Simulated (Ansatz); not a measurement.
Consider Si in the diamond structure (space group Fd-3m, No. 227; a = 5.402 Å). Axes: x, y, z lie along the cube axes.

Method: Kohn–Sham DFT with the LDA functional, run in Ansatz (an electronic-structure program) with PAW and 420 eV plane waves, scalar-relativistic without spin-orbit coupling.

Strains are applied to the cell and any free atomic positions relax.

One change was made to it. Results:

| quantity | base | after |
|---|---|---|
| band gap | 0.45 eV | 0.26 eV |
| smallest direct gap | 2.53 eV | 2.43 eV |

Task: Which change produced these results?
(A) uniaxial strain ε_zz = +0.50 %
(B) uniaxial strain ε_zz = +2.50 %
(C) uniaxial strain ε_zz = −2.00 %
(D) uniaxial strain ε_zz = −1.50 %
(E) uniaxial strain ε_zz = −3.00 %

Result: D, uniaxial strain ε_zz = −1.50 %. For comparison, the band gap in the other runs: uniaxial strain ε_zz = −3.00 % gives 0.07 eV; uniaxial strain ε_zz = +0.50 % gives 0.43 eV; uniaxial strain ε_zz = −2.00 % gives 0.19 eV; uniaxial strain ε_zz = +2.50 % gives 0.36 eV.

Gaps are read on the SCF mesh and a high-symmetry path. Whether these cells are dynamically stable was not tested. A zero or small gap of Si under uniaxial strain ε_zz = −1.50 %, Si under uniaxial strain ε_zz = −3.00 % and Si under uniaxial strain ε_zz = −2.00 % can be the functional's error rather than a property of the material.
